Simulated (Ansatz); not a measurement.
Start from Ga2O3 (space group C2/m, No. 12; a = 12.255 Å, b = 3.039 Å, c = 5.808 Å, α = γ = 90.00°, β = 103.81°).

Computed with Ansatz (an electronic-structure program), r2SCAN, PAW, cutoff 500 eV, without spin-orbit coupling, earlier PAW set.

Base values:

```
Quantity               Value
-------------------  -------
Band gap             3.03 eV
Smallest direct gap  3.07 eV
```

Now apply this change: a hydrostatic pressure of 9 GPa.

**Question.** Predict the new band gap and smallest direct gap.

**Answer.** The band gap goes up by 0.38 eV to 3.41 eV; the smallest direct gap increases by 0.380 eV to 3.44 eV.

Load acts through the strain it causes; cell and atoms are relaxed under it. No phonon test of stability was made. No other phases were tried under pressure.
